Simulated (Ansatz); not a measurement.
Take CdTe in the zinc blende structure (space group F-43m, No. 216; a = 6.4887 Å) as the base. Axes: x, y, z lie along the cube axes.

Computed with PBEsol in Ansatz (plane waves to 420 eV, PAW, without spin-orbit coupling).

Strains are applied to the cell and any free atomic positions relax; under biaxial strain the out-of-plane vector relaxes too.

One change was made to it. Results:

| quantity | base | after |
|---|---|---|
| band gap | 0.65 eV | 0.45 eV |
| volume per atom | 34.15 Å³ | 34.72 Å³ |

Task: What was done to the base?
A) biaxial strain +3.00 %, plane normal [001], relaxed out of plane
B) biaxial strain +1.00 %, plane normal [001], relaxed out of plane
C) biaxial strain −1.50 %, plane normal [001], relaxed out of plane

Result: A, biaxial strain +3.00 %, plane normal [001], relaxed out of plane. For comparison, the band gap in the other runs: biaxial strain −1.50 %, plane normal [001], relaxed out of plane gives 0.63 eV; biaxial strain +1.00 %, plane normal [001], relaxed out of plane gives 0.58 eV.

Spin-orbit coupling, missing from the scalar runs, can matter with Te. Stability against distortions was not tested.

Ansatz is a first-principles code.
